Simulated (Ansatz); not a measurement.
```xyz
6
Lattice="2.9753 0.0000 0.0000 -1.4876 2.5766 0.0000 0.0000 0.0000 11.5583" Properties=species:S:1:pos:R:3 pbc="T T T"
K      0.0000     1.7178     3.1944
K      1.4876     0.8589     8.9736
Si     0.0000     0.0000     0.2591
Si     0.0000     0.0000     6.0382
N      0.0000     1.7178     6.8427
N      1.4876     0.8589     1.0636
```

The cell was generated from a structure type, relaxed within its symmetry, and need not be the phase found at ambient conditions.

Give the diagonal Born effective charges atom by atom and the electronic dielectric tensor from linear response, PBEsol in Ansatz (a first-principles code).


| atom | Z*xx | Z*yy | Z*zz |
|---|---|---|---|
| K1 | 0.81 | 0.81 | 1.65 |
| K2 | 0.81 | 0.81 | 1.65 |
| Si3 | 2.36 | 2.36 | 0.52 |
| Si4 | 2.36 | 2.36 | 0.52 |
| N5 | -3.17 | -3.17 | -2.17 |
| N6 | -3.17 | -3.17 | -2.17 |

ε∞ diagonal: 8.4, 8.4, 5.9. The program warned that the k mesh resolves the field response only roughly, so the permittivities are not converged. Away from Γ the polar cell without biaxial strain shows no imaginary mode on a 2×2×2 mesh.
